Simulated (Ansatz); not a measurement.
**Input and output of a self-consistent single point for SrAg₅ (P6mm, 6 atoms in the cell) (Ansatz, a first-principles code)**

Method: PBEsol, default PAW files made with PBE (plane waves; Ansatz).

Input as run:

Ansatz 0.2 input:
```yaml
crystal:
  lattice:
    - [5.72758100, 0.00000000, 0.00000000]
    - [-2.86379100, 4.96023100, 0.00000000]
    - [0.00000000, 0.00000000, 4.61871500]
  atoms:
    - { symbol: Sr, position: [0.00000000, 0.00000000, 0.01082600] }
    - { symbol: Ag, position: [0.66666700, 0.33333300, 0.00000000] }
    - { symbol: Ag, position: [0.33333300, 0.66666700, 0.00000000] }
    - { symbol: Ag, position: [0.50000000, 0.00000000, 0.50000000] }
    - { symbol: Ag, position: [0.50000000, 0.50000000, 0.50000000] }
    - { symbol: Ag, position: [0.00000000, 0.50000000, 0.50000000] }
basis:
  ecutwfc: 420.0
kpoints:
  mp_grid: { grid: [5, 5, 5] }
hamiltonian:
  xc: pbesol
  pseudopotentials: { kind: paw }
scf:
  occupations: { method: gaussian, width: 0.1 }
output:
  forces: true
  eigenvalues: true
  stress: true
```

Output, abridged:

```
WARN the atoms were moved onto the symmetric positions of the space group found under crystal.symmetry.tolerance 1.0e-5 (fractional …
WARN ansatz: RAYON_NUM_THREADS=1 ignored (pool sized by the plan → 1); use --threads N
Pseudopotentials: kind: paw
Pseudopotential: Sr, paw, valence charge 10
Pseudopotential: Ag, paw, valence charge 19
Crystal: 6 atoms, lattice volume = 131.218 Å³
Basis set: ecut = 420 eV, 2619 PW (Γ), exchange–correlation on 80×80×64 points (8 copies of the dense FFT grid, shifted against one another)
Bands: 63, of which v1, the nominal top of the filled ones, is band 53 counted from 1 (52 counted from 0)
Symmetry: 12 space group operations
Space group: P6mm (ITA 183), of the structure as read, at distance tolerance 5.1e-5 Å
k-points: 15 of 125 (time reversal used)
PAW frozen core: Sr, regenerated for the run's functional, and the local potential with it
PAW frozen core: Ag, regenerated for the run's functional, and the local potential with it
Initial density: superposition of atomic densities (neutral atoms: chi_scale 0, normalization atom), corrected by the library's trained network
Initial wavefunctions: pseudopotential atomic-orbital guess
Eigensolver: davidson
Functional: x = pbesol(κ = 0.804, μ = 0.12345679012345678), c = pbesol(β = 0.046)
SCF iter   1: F=—  HF=-41104.407512 eV  |F-HF|=—  |Δ(HF+E_count)|=         —  Δρ=7.74e-3  dr2=7.32e-2  ethr=1.77e-3  ⟨swp⟩=7.6  Hψ=3945  notcnv=0  defer=14
all-band conjugate gradients solve this SCF's bands
preconditioner: auto → LDOS
SCF iter   2: F=—  HF=-41104.422514 eV  |F-HF|=—  |Δ(HF+E_count)|=   1.50e-2  Δρ=1.08e-2  dr2=1.18e-1  ethr=6.97e-5  ⟨swp⟩=2.0  Hψ=1987  notcnv=0  defer=52
SCF iter   3: F=—  HF=-41104.388711 eV  |F-HF|=—  |Δ(HF+E_count)|=   3.38e-2  Δρ=1.06e-3  dr2=1.50e-3  ethr=6.97e-5  ⟨swp⟩=2.0  Hψ=1761  notcnv=0  defer=52
SCF iter   4: F=—  HF=-41104.388403 eV  |F-HF|=—  |Δ(HF+E_count)|=   3.08e-4  Δρ=3.56e-4  dr2=1.74e-4  ethr=1.43e-6  ⟨swp⟩=2.1  Hψ=1557  notcnv=0  defer=52
SCF iter   5: F=—  HF=-41104.388362 eV  |F-HF|=—  |Δ(HF+E_count)|=   4.07e-5  Δρ=1.20e-4  dr2=3.22e-5  ethr=1.65e-7  ⟨swp⟩=2.0  Hψ=1302  notcnv=0  defer=52
SCF iter   6: F=—  HF=-41104.388370 eV  |F-HF|=—  |Δ(HF+E_count)|=   7.35e-6  Δρ=1.96e-5  dr2=1.19e-6  ethr=3.07e-8  ⟨swp⟩=2.0  Hψ=1279  notcnv=0  defer=52
SCF iter   7: F=-41104.388369 eV  HF=-41104.388369 eV  |F-HF|=5.32e-8  |Δ(HF+E_count)|=   1.93e-7  Δρ=5.19e-6  dr2=8.14e-8  ethr=9.52e-11  ⟨swp⟩=9.4  Hψ=4580  notcnv=0
SCF 1 converged in 7 iterations: F = -41104.388369 eV  dr2 = 8.14e-8
SCF converged after 7 iterations
Free energy (F): -41104.388369 eV
Harris-Foulkes:  -41104.388369 eV  (|F-HF|=5.32e-8)
Internal energy: -41104.367340 eV  (E = F + TS)
E sigma→0 (E₀):  -41104.377855 eV
Entropy (-TS):   -0.021029 eV (-3.505 meV/atom)
Fermi energy:    13.248666 eV
--- Per-component energies (eV) ---
  E_band       = -1615.477415
  E_kinetic    = 2878.803628
  E_local      = -15394.355636  (includes V_loc(G=0)·N_el)
  E_nonlocal   = 614.219153
  E_hartree    = 6856.924304
  E_xc         = -1088.625324
  E_vxc        = -1331.344702  (∫ρ·V_xc dr)
  E_paw        = -21816.128558  (= ΣΔE_a)
  E_vpaw       = -2096.671996  (= ΣTr[D̂ρ^β])
  E_aug_tail   = 0.001448  (compensation charges beyond the density's cutoff)
  E_ewald      = -13156.954397
  E_core_change = 1.748043  (= ΣΔE_core)
  E_smearing   = -0.021029  (= −TS)
  E_closure    = 0.000000  (closes the sum)
  Σ components = -41104.388369   (vs F -41104.388369, Δ=0.00e0)
--- Forces (eV/Å), atoms counted from 1 ---
  atom   1  Sr    -0.00000000     0.00000000    -0.02870022
  atom   2  Ag     0.00000000     0.00000000    -0.00921894
  atom   3  Ag    -0.00000000    -0.00000000    -0.00921894
  atom   4  Ag     0.00000000     0.00000000     0.01568954
  atom   5  Ag     0.00000000    -0.00000000     0.01568954
  atom   6  Ag    -0.00000000    -0.00000000     0.01568954
  max |Σ_I F_I| component: 6.95e-5 eV/Å
--- Stress (GPa, compression-positive) ---
       -3.595740      -0.000000      -0.000000
        0.000000      -3.595740       0.000000
       -0.000000       0.000000      -2.114024
  P = ⅓ Tr σ = -3.1018 GPa (-31.018 kbar)
  The stress holds the Pulay correction. Without it, at fixed plane waves, as pw.x and ABINIT print it: P = -3.1305 GPa
--- Band table (eV; the first three rows and the last of 15) ---
  k-point 0: bands = ["-78.7602", "-78.7571", "-78.7201", "-78.7124", "-78.7124", "-42.3099", "-42.2881", "-42.2709", "-42.2709", "-42.2662", "-42.2662", "-42.2406", "-42.2324", "-42.2324", "-42.2017", "-42.2017", "-42.1840", "-42.1578", "-42.1578", [...]
  k-point 1: bands = ["-78.7595", "-78.7571", "-78.7208", "-78.7124", "-78.7124", "-42.3098", "-42.2950", "-42.2761", "-42.2761", "-42.2670", "-42.2670", "-42.2350", "-42.2350", "-42.2188", "-42.1917", "-42.1917", "-42.1840", "-42.1614", "-42.1592", [...]
  k-point 2: bands = ["-78.7583", "-78.7571", "-78.7220", "-78.7124", "-78.7124", "-42.3313", "-42.2884", "-42.2884", "-42.2578", "-42.2578", "-42.2570", "-42.2419", "-42.2419", "-42.1998", "-42.1970", "-42.1840", "-42.1793", "-42.1793", "-42.1614", [...]
  k-point 14: bands = ["-78.7578", "-78.7576", "-78.7182", "-78.7162", "-78.7124", "-42.2976", "-42.2891", "-42.2833", "-42.2751", "-42.2638", "-42.2552", "-42.2296", "-42.2152", "-42.2138", "-42.1985", "-42.1974", "-42.1794", "-42.1791", [...]
```

The run converged in 7 iterations.

The starting cell comes from a database of computed structures (which also holds hypothetical and non-ambient phases and stackings), without a prior relaxation at this level. Its lattice was rescaled by up to half a per cent. One atom was moved a little off its site on purpose. With a pressure of about -3 GPa the cell is away from its equilibrium volume at this level. Ansatz's pressure includes its estimate of the finite-basis (Pulay) stress.
